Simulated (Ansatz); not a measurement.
LaTiO3, response to strain

Base system: LaTiO3 in the cubic perovskite structure (space group Pm-3m, No. 221; a = 3.906 Å). Axes: x, y, z lie along the cube axes.

Strains are applied to the cell and any free atomic positions relax.

Computed with Ansatz (a program for electronic structure), PBEsol, PAW, cutoff 420 eV, scalar-relativistic without spin-orbit coupling.

Notes on the quantities. energy relative to the base: free energy F.

```tsv
variant	energy relative to the base	shortest interatomic distance	pressure	space group
base	0 meV/atom	1.953 Å	0.0 GPa	Pm-3m (No. 221)
isotropic strain −5.65 %	+0.261 eV/atom	1.843 Å	51.4 GPa	Pm-3m (No. 221)
isotropic strain +2.43 %	+37 meV/atom	2.000 Å	-12.3 GPa	Pm-3m (No. 221)
uniaxial strain ε_yy = −0.29 %	+0.1 meV/atom	1.947 Å	0.6 GPa	P4/mmm (No. 123)
uniaxial strain ε_zz = −0.97 %	+1.3 meV/atom	1.934 Å	2.0 GPa	P4/mmm (No. 123)
```

Without a gap, meshes like the base's 12×12×12 leave anisotropic stresses uncertain by several tenths of a GPa, and small strain energies with them. Stability against distortions was not tested. No Hubbard U is applied, and correlation can decide whether such a compound is a metal. All final runs are without spin polarisation. An odd electron count without spin: LaTiO3. Many cubic perovskites are stable only at high temperature; tilts and polar distortions were not tested.
